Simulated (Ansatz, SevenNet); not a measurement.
## Bulk modulus B0 of L1₂ (Cu3Au-type) Ni3Fe at several levels of theory

No measured value is used here.

```tsv
level (code)	value (GPa)	cell (Å³/atom)
SevenNet-l3i5 (SevenNet)	196	11.07
PBE (Ansatz)	195	11.13
r²SCAN (Ansatz)	211	10.85
HSE06 (Ansatz)	[?]	11.27
```

Q: What belongs in the gaps?

A: 
- HSE06 (Ansatz, an electronic-structure program), value (GPa): 186

Spin-polarised runs: PBE (parallel moments), r²SCAN (parallel moments), HSE06 (parallel moments). Each level is taken at its own relaxed cell. Cutoffs and k meshes differ between the levels. Ansatz's density-functional and Hartree–Fock values are scalar-relativistic unless marked +SOC, with PAW data made under PBE.

Machine-learned potentials (SevenNet-l3i5) are trained on DFT data, which may include these solids.
